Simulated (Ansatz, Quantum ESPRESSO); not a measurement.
## Code comparison for FeO (Fm-3m, 2 atoms in the cell)

Relaxation of cell and atoms.

```
FeO
1.0
    0.00000     2.13377     2.13377
    2.13377     0.00000     2.13377
    2.13377     2.13377     0.00000
Fe O
1 1
Cartesian
  0.00000   0.00000   0.00000
  2.13377   2.13377   2.13377
```
Moments meant for the start (each program seeds them in its own way; μB, in the order of the atoms Fe O): 4.0 0.0.

Shared settings, as Ansatz (an electronic-structure program) writes them: kpoints.mp_grid.grid = 18 18 18; scf.occupations.method = fermi_dirac; scf.occupations.width = 0.1 eV. Potentials and cutoffs stand in the table.

| code | model | final volume (Å³/atom) | size of the net moment (μB/atom) | cutoff |
|---|---|---|---|---|
| Ansatz | PBE, default PAW files | 10.01 | 2.00 | default |
| Quantum ESPRESSO | PBE, GBRV 1.5 ultrasoft (PBE) pseudopotentials | 10.00 | 2.00 | 50 Ry |

On Ansatz's run: the magnetic order is the one reached from the typed start; others were not searched systematically.

The spread over the programs that give each value: final volume within 0.01 Å³/atom; size of the net moment within 0.00 μB/atom.

The programs treat the finite-basis stress differently while the cell relaxes: Ansatz adds an estimate of it.

The starting cell comes from a database of computed structures (which also holds hypothetical and non-ambient phases and stackings), without a prior relaxation at this level. Its lattice was rescaled by a random factor within 2.5 % of one.

Keys are those of Ansatz 0.2.
